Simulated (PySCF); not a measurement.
PySCF run on Se (P3_121, 3 atoms in the cell): self-consistent single point.

Method: PBE, Gaussian basis gth-dzvp-molopt-sr, GTH pseudopotentials gth-pbe, FFT density fitting with multigrid (PySCF).

The change in words: lattice scaled by 0.98. Reference geometry:
```yaml
crystal:
  lattice:
    - [4.48815, 0.00000, 0.00000]
    - [-2.24408, 3.88685, 0.00000]
    - [0.00000, 0.00000, 4.96038]
  atoms:
    - { symbol: Se, position: [0.21789, 0.00000, 0.33333] }
    - { symbol: Se, position: [0.00000, 0.21789, 0.66667] }
    - { symbol: Se, position: [0.78211, 0.78211, 0.00000] }
```

Reference input (self-consistent single point, DFT PBE, Gaussian basis gth-dzvp-molopt-sr, GTH pseudopotentials gth-pbe, FFT density fitting with multigrid): cell.basis = gth-dzvp-molopt-sr; cell.pseudo = gth-pbe; cell.ke_cutoff = 50 Ha; make_kpts mesh = 5 5 4; mf.xc = pbe,pbe; smearing.sigma = 0.000734986 Ha; smearing.method = fermi; cell.precision = 1e-07; solver class = KRKS; density fitting = multigrid_numint; mf.conv_tol = 1e-07 Ha; mf.max_cycle = 80. This run's input differs from it in these lines:

```diff
@@ -4,9 +4,9 @@
 cell = gto.Cell()
-cell.a = np.array([[8.48137809, 0, 0],
-              [-4.24068904, 7.34508955, 0],
-              [0, 0, 9.37375589]])
+cell.a = np.array([[8.3117506, 0, 0],
+              [-4.15587435, 7.19818791, 0],
+              [0, 0, 9.18627995]])
 cell.atom = [
-    ('Se', (1.84800747, 0, 3.12458217)),
-    ('Se', (-0.92400374, 1.60042156, 6.24917372)),
-    ('Se', (3.31668531, 5.74466799, 0)),
+    ('Se', (1.81104734, 0, 3.06209025)),
+    ('Se', (-0.90552346, 1.56841316, 6.12418969)),
+    ('Se', (3.25035237, 5.62977474, 0)),
 ]
```

The program printed (abridged):

```
init E= -28.354403922664
    sigma = 0.000734986  Optimized mu = 0.216736472925  entropy = 7.94909131047e-15
nelec by numeric integration = 17.999999999999904
    Total E(T) = -28.2733542408982  Free energy = -28.2733542408982  E0 = -28.2733542408982
cycle= 1 E= -28.2733542408982  delta_E= 0.081  |g|= 0.792  |ddm|=   30
    sigma = 0.000734986  Optimized mu = 0.211045057049  entropy = 3.35962471191e-14
nelec by numeric integration = 17.999999999999904
    Total E(T) = -28.2782877386194  Free energy = -28.2782877386194  E0 = -28.2782877386194
cycle= 2 E= -28.2782877386194  delta_E= -0.00493  |g|= 0.144  |ddm|= 2.17
   [... lines left out ...]
cycle= 6 E= -28.278494255183  delta_E= -3.3e-07  |g|= 0.000205  |ddm|= 0.0173
    sigma = 0.000734986  Optimized mu = 0.205917319175  entropy = 5.30411680709e-15
nelec by numeric integration = 17.999999999999897
    Total E(T) = -28.2784942551925  Free energy = -28.2784942551925  E0 = -28.2784942551925
cycle= 7 E= -28.2784942551925  delta_E= -9.48e-12  |g|= 0.00028  |ddm|= 0.00108
    sigma = 0.000734986  Optimized mu = 0.205917589584  entropy = 5.30464575595e-15
nelec by numeric integration = 17.999999999999904
    Total E(T) = -28.2784942539009  Free energy = -28.2784942539009  E0 = -28.2784942539009
Extra cycle  E= -28.2784942539009  delta_E= 1.29e-09  |g|= 0.000652  |ddm|= 0.0018
converged SCF energy = -28.2784942539009
electrons per cell = 18.000000
highest filled level = 0.180335 Ha, lowest empty level = 0.230940 Ha
```

The run converged in 7 iterations. Against the reference run the free energy goes up by 49.8 meV/atom and the gap on the mesh goes from 1.399 to 1.377 eV.

The starting cell comes from a database of computed structures (which also holds hypothetical and non-ambient phases and stackings), without a prior relaxation at this level. Its lattice was rescaled by a random factor within 2.5 % of one. For this run, on top of that: lattice scaled by 0.98. Values carry the incompleteness of an atom-centred basis.

Cost on one core of a shared machine: roughly 70 s.
